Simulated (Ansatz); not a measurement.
Start from Rb$_{3}$P (space group Fm-3m, No. 225; a model cell, its experimental status unchecked).

```xyz
4
Lattice="0.0000 4.1063 4.1063 4.1063 0.0000 4.1063 4.1063 4.1063 0.0000" Properties=species:S:1:pos:R:3 pbc="T T T"
P      0.0000     0.0000     0.0000
Rb     4.1063     4.1063     4.1063
Rb     2.0532     2.0532     2.0532
Rb     6.1595     6.1595     6.1595
```

Cartesian axes are those of the cell as printed.

Computed with Kohn–Sham DFT with the PBEsol functional, run in Ansatz (a quantum-chemistry and plane-wave program) with PAW and 420 eV plane waves, scalar-relativistic without spin-orbit coupling.

Strains are applied to the cell and any free atomic positions relax.

One change was made to it. Results:

```json
[
 {"quantity": "band gap", "base": "0.59 eV", "after": "0.96 eV"},
 {"quantity": "energy relative to the base (free energy F)", "base": "0 meV/atom", "after": "+16 meV/atom"}
]
```

Which of these changes matches the shifts?
A) isotropic strain −0.50 %
B) isotropic strain −3.17 %
C) strain tensor (xx, yy, zz, yz, xz, xy) = (+0.32, −1.33, +0.64, +1.14, +0.06, −0.62) %

B, isotropic strain −3.17 %. For comparison, the band gap in the other runs: isotropic strain −0.50 % gives 0.64 eV; strain tensor (xx, yy, zz, yz, xz, xy) = (+0.32, −1.33, +0.64, +1.14, +0.06, −0.62) % gives 0.58 eV.

Stability against distortions was not tested.
